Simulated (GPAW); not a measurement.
Input and output of a self-consistent single point for SbS₂ (P1, 6 atoms in the cell) (GPAW).

Method of the run: LDA (Perdew-Wang 92), GPAW PAW datasets LDA (gpaw-data 1.0.1) (plane waves; GPAW).

```
SbS2
1.0
   -3.03071     3.03071     5.79760
    3.03071    -3.03071     5.79760
    3.03071     3.03071    -5.79760
Sb S
2 4
Direct
  0.75493   0.25121   0.51019
  0.00629   0.00428   0.02124
  0.88485   0.91147   0.53717
  0.08768   0.61886   0.93936
  0.35125   0.33573   0.45416
  0.66499   0.12844   0.03788
```

Reference input (self-consistent single point, DFT PBEsol, plane waves, GPAW PAW datasets PBEsol (made by gpaw-setup)): mode = pw; ecut = 600 eV; xc = PBEsol; kpts = 3 3 4; mesh shift (steps) = 0 0 0; occupations.name = methfessel-paxton; occupations.width = 0.1 eV; occupations.order = 0; nbands = -14; convergence.density = 1e-05 e/electron; convergence.energy = 1e-05 eV/electron; symmetry.symmorphic = false. This run's input differs from it in these lines:

```diff
@@ -17,3 +17,3 @@
 calc = GPAW(mode={'name': 'pw', 'ecut': 600},
-            xc='PBEsol',
+            xc='LDA',
             kpts={'size': (3, 3, 4), 'gamma': True},
```

Its files differ too (potentials: GPAW PAW datasets LDA (gpaw-data 1.0.1)).

The program printed (abridged):

```
     iter     time        total  log10-change:
                         energy   eigst   dens
iter:   1 --:--:--   -28.676560
iter:   2 --:--:--   -28.497319   -0.34  -1.07
iter:   3 --:--:--   -27.515366   -0.92  -1.13
iter:   4 --:--:--   -27.439425   -1.44  -1.41
iter:   5 --:--:--   -27.379752   -2.38  -1.59
iter:   6 --:--:--   -27.357452   -2.80  -1.89
iter:   7 --:--:--   -27.350472   -3.08  -2.19
iter:   8 --:--:--   -27.348203   -3.55  -2.33
iter:   9 --:--:--   -27.344201   -3.63  -2.46
iter:  10 --:--:--   -27.343754   -5.05  -2.84
iter:  11 --:--:--   -27.343723c  -5.86  -3.10
iter:  12 --:--:--   -27.343739c  -6.08  -3.18
iter:  13 --:--:--   -27.343730c  -6.16  -3.26
iter:  14 --:--:--   -27.343718c  -6.47  -3.35
iter:  15 --:--:--   -27.343699c  -6.31  -3.45
iter:  16 --:--:--   -27.343700c  -6.24  -3.61
iter:  17 --:--:--   -27.343695c  -6.89  -3.75
iter:  18 --:--:--   -27.343690c  -7.29  -3.79
iter:  19 --:--:--   -27.343697c  -7.13  -3.86
iter:  20 --:--:--   -27.343696c  -7.75c -4.17
iter:  21 --:--:--   -27.343692c  -7.03  -4.23
iter:  22 --:--:--   -27.343692c  -7.91c -4.79
iter:  23 --:--:--   -27.343693c  -8.85c -4.82
iter:  24 --:--:--   -27.343692c  -8.77c -4.94
iter:  25 --:--:--   -27.343692c  -9.29c -5.26c
Converged after 25 iterations.

Dipole moment: (0.146988, -2.256837, 0.641351) |e|*Ang

Energy contributions relative to reference atoms: (reference = -395563.208386)

Kinetic:        +21.869338
Potential:      -23.700566
External:        +0.000000
XC:             -26.075572
Entropy (-ST):   -0.013054
Local:           +0.569635
SIC:             +0.000000
--------------------------
Free energy:    -27.350219
Extrapolated:   -27.343692

Showing only first 2 kpts
 Kpt  Band  Eigenvalues  Occupancy
  0    25      0.28338    2.00000
  0    26      1.25861    2.00000
  0    27      2.83370    0.00000
  0    28      3.44697    0.00000

  1    25      0.23764    2.00000
  1    26      1.49847    1.99961
  1    27      2.19264    0.00000
  1    28      3.58769    0.00000

Fermi level: 1.74920

No gap
   [... lines left out ...]
  0 Sb   -0.42623   -0.65586   -0.38590
  1 Sb   -0.41326   -1.00403    0.35294
  2 S     0.24529    0.54318   -0.38321
  3 S     0.60137    0.74463    0.47767
  4 S     0.30416    0.10529   -0.09417
  5 S    -0.31123    0.26689    0.03261

Stress tensor:
     0.003081    -0.001778    -0.004992
    -0.001778     0.002932    -0.008471
    -0.004992    -0.008471     0.004544
Stress (GPa, Voigt): [ 0.4936  0.4698  0.728  -1.3573 -0.7999 -0.2848]
```

The run converged in 25 iterations. GPAW prints stress with tension positive. Against the reference run the pressure goes from 0.52 to -0.56 GPa and the largest force goes from 1.186 to 1.142 eV/Å.

The starting cell comes from a database of computed structures (which also holds hypothetical and non-ambient phases and stackings), without a prior relaxation at this level. Its atoms were displaced at random from the sites of space group no. 122. Forces in this geometry exceed 1 eV/Å. The run gives no clean gap (levels at the Fermi energy touch, overlap or are partly filled at this smearing), which alone does not show that the compound is a metal.

Cost on one core of a shared machine: roughly 2 min.
